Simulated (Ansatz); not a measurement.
The starting structures come from a database of crystals and need not be the phases stable at ambient conditions.

 Where the default PAW files enter, the runs use the earlier of Ansatz's two default sets.

By PBEsol, the system below comes out a metal.

Consider the following.

```yaml
crystal:
  lattice:
    - [2.74395, 0.00000, 0.00000]
    - [-0.91465, 2.58702, 0.00000]
    - [0.91465, 1.29351, 2.17321]
  atoms:
    - { symbol: Pt, position: [0.00000, 0.00000, 0.00000] }
```

Space group of this cell: Fmmm. The cell is strained (lengths along the current scaled by 0.97, ions clamped); by PBEsol its mean pressure is -3.6 GPa.

The current flows along the normal of the first two printed cell vectors. No spin-orbit coupling; the value is a mean over 0.1 eV about the Fermi level.

Task: Predict the ballistic conductance per area from PBEsol (Ansatz, a first-principles code).

Result: 1.6 × 10¹⁵ S/m² for both spins.
